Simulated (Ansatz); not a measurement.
Results of PBE-D3(BJ) in Ansatz (PAW) for AlB2-type HfB2.

Settings: plane-wave cutoff 520 eV, 24×24×16 k mesh (along the axes of the cell as run), Fermi–Dirac smearing 0.05 eV, scalar-relativistic PAW data made under PBE.

Results at a series of volumes:

| V (Å³/atom) | E − E_lowest (meV/atom) |
|---|---|
| 9.333 | 13.44 |
| 9.528 | 3.25 |
| 9.722 | 0.00 |
| 9.917 | 3.04 |
| 10.111 | 11.79 |

Q: What bulk modulus B0 and pressure derivative B′ does a third-order Birch–Murnaghan fit give?

A: V0 = 9.722 Å³/atom, B0 = 259 GPa, B′ = 3.9 (fit to the energies at full precision).

Shape and atoms are relaxed at each volume.

Measured, for comparison: bulk modulus 282 GPa (room temperature, no zero-point or thermal correction, hydrostatic curve from radial diffraction; as tabulated in Experimental and computational studies of compression and deformation behavior …); equilibrium volume per atom 9.91 Å³/atom (room temperature, no zero-point or thermal correction; as tabulated in Burrage et al. (2022), doi:10.3390/ma15082762). Computed (rounded) less measured: bulk modulus -8 %, equilibrium volume per atom -1.9 %. A static lattice is as a rule a little smaller and stiffer than an uncorrected measurement, which narrows the difference in the equilibrium volume per atom and would widen misses of the other sign.

Note: the bulk modulus comes from volumes at which shape and atoms were relaxed.

Spin–orbit coupling is not included.

The computed numbers hold no vibrational or temperature effects.

Ansatz is a program for electronic structure.
